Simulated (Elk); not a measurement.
A self-consistent single point of Rh (Fm-3m, 1 atom in the cell) with Elk.

Level of theory: PBEsol, all-electron FP-LAPW, Elk's shipped species files, default APW+lo basis run with Elk 10.2.4.

```xyz
1
Lattice="0.0000 1.9030 1.9030 1.9030 0.0000 1.9030 1.9030 1.9030 0.0000" Properties=species:S:1:pos:R:3 pbc="T T T"
Rh     0.0000     0.0000     0.0000
```

Reference input (self-consistent single point, DFT, PBE, all-electron FP-LAPW, Elk's shipped species files, default APW+lo basis): xctype = 20; stype = 1; swidth = 0.00183747 Ha; ngridk = 12 12 12; rmtscf = 0.92; maxscl = 100. This run's input differs from it in these lines:

```diff
@@ -4,3 +4,3 @@
 xctype
-  20
+  22
```

Output, abridged:

```
│ Self-consistent loop started │
│ Loop number : 1 │
 total energy                :     -4778.71437790
│ Loop number : 2 │
 total energy                :     -4778.94702222
RMS change in Kohn-Sham potential (target) :   0.1938454745     (  0.1000000000E-05)
Absolute change in total energy (target)   :   0.2326443189     (  0.1000000000E-03)
│ Loop number : 3 │
 total energy                :     -4779.95290648
RMS change in Kohn-Sham potential (target) :   0.1626829674     (  0.1000000000E-05)
Absolute change in total energy (target)   :    1.064045339     (  0.1000000000E-03)
│ Loop number : 4 │
   [... lines left out ...]
Absolute change in total energy (target)   :   0.7238430462E-03 (  0.1000000000E-03)
│ Loop number : 14 │
 total energy                :     -4782.94305633
RMS change in Kohn-Sham potential (target) :   0.7187658045E-07 (  0.1000000000E-05)
Absolute change in total energy (target)   :   0.1720612081E-03 (  0.1000000000E-03)
│ Loop number : 15 │
 total energy                :     -4782.94305622
RMS change in Kohn-Sham potential (target) :   0.3779509142E-07 (  0.1000000000E-05)
Absolute change in total energy (target)   :   0.4290118795E-04 (  0.1000000000E-03)
Convergence targets achieved

│ Loop number : 16 │

Energies :
 Fermi                       :     0.408632988272
 total energy                :     -4782.94305581

Density of states at Fermi energy :    50.21709974
 (states/Hartree/unit cell)

Estimated indirect band gap :   0.2108153216E-03
 from k-point     21 to k-point     41
Estimated direct band gap   :   0.1053439678E-01
 at k-point     29

Charges :
 core                        :    28.00000000
 valence                     :    17.00000000
 interstitial                :    1.513499180
 muffin-tins (core leakage)
  species :    1 (Rh)
   atom    1                 :    43.48650082     (  0.7872163721E-07)
 total in muffin-tins        :    43.48650082
 total calculated charge     :    45.00252758
 total charge                :    45.00000000
 error                       :   0.2527580883E-02

│ Self-consistent loop stopped │
```

The run converged in 16 iterations. The count includes the last loop, which Elk runs after its targets are met. 

The starting cell comes from a database of computed structures (which also holds hypothetical and non-ambient phases and stackings), without a prior relaxation at this level. Spin polarisation is off. Values depend on the basis (sphere radii, cutoffs, local orbitals), which need not be converged. The log's line on a gap gives a spacing of levels on this mesh, which the program prints for metals too.
